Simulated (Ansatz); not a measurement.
# Response to strain in MgO

The reference is MgO in the rock salt structure (space group Fm-3m, No. 225; a = 4.214 Å).

Strains are applied to the cell and any free atomic positions relax.

All numbers come from Ansatz (a first-principles code) PBEsol, without spin-orbit coupling.

| isotropic strain (%) | pressure (GPa) |
|---|---|
| -3 | 17.4 |
| -2.5 | 14.0 |
| -2 | 10.8 |
| -1.5 | 7.8 |
| -0.5 | 2.4 |
| 0 | 0.0 |
| 0.5 | -2.3 |
| 1.5 | ? |
| 2 | -8.3 |

Problem. Fit P = P₀ − Bδ + Cδ² with δ = (1 + ε)³ − 1 to the rows shown and predict the withheld row.

Solution. Least squares on the printed values gives P₀ = -0.1 GPa, B = 160 GPa, C = 441 GPa (largest residual 0.1 GPa); this predicts -6.5 GPa, and the run gives -6.4 GPa, in agreement.

No phonon test of stability was made.
